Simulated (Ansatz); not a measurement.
The starting structures come from a database of crystals and need not be the phases stable at ambient conditions.

 Where the default PAW files enter, the runs use the earlier of Ansatz's two default sets.

Input:

```
CaCsH3
1.0
    6.53535     0.00000     0.00000
   -3.26767     5.65978     0.00000
    3.26767     1.88659     2.66805
Cs Ca H
1 1 3
Cartesian
  0.00000   0.00000   0.00000
  0.00000   3.77319   1.33402
  3.26767   0.00000   0.00000
  1.63384   2.82989   0.00000
 -1.63384   2.82989   0.00000
```

Space group of this cell: Pm-3m, cubic perovskite. The cell is taken as given.

Transport runs along the normal of the first two printed cell vectors, the (111) plane of the conventional cell.

The gap is the functional's own, uncorrected, and κ follows it; spin-orbit coupling is left out. Mid-gap values are interpolated between the computed energies.

Q: Estimate the band gap and the smallest decay constant κ at mid-gap that r2SCAN (Ansatz, a program for electronic structure) returns for this system.

A: Gap 3.65 eV on a 12×12×12 mesh; κ = 0.331 1/Å, at (0.500, 0.000) of the in-plane reciprocal vectors. At the zone centre, at the nearest computed energy, the slowest state has κ = 0.44 1/Å.
